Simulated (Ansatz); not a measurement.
Ti₂SnC (P6₃/mmc, No. 194; cell taken from a computed entry) was calculated with LDA (plane waves, PAW; Ansatz, a quantum-chemistry and plane-wave program).

Settings: plane-wave cutoff 520 eV, 24×24×4 k mesh (along the axes of the cell as run), Fermi–Dirac smearing 0.048 eV (set by the program), no spin polarisation, scalar-relativistic PAW data made under PBE.

Computed at the level's own relaxed cell.

Problem. Give the computed Voigt–Reuss–Hill bulk modulus, Voigt–Reuss–Hill shear modulus (Hill average), Young modulus and Poisson ratio.

Solution. 
Voigt–Reuss–Hill bulk modulus: 158 GPa
Voigt–Reuss–Hill shear modulus (Hill average): 108 GPa
Young modulus: 264 GPa
Poisson ratio: 0.221

Note: the relaxation could not lower the start's symmetry, so the cell can be a saddle point above a distorted one.

Elastic constants are with the ions relaxed.

Spin–orbit coupling is not included.

Computed values are for the static lattice.

Cost on a shared machine: about 120 core-minutes (a rough figure).
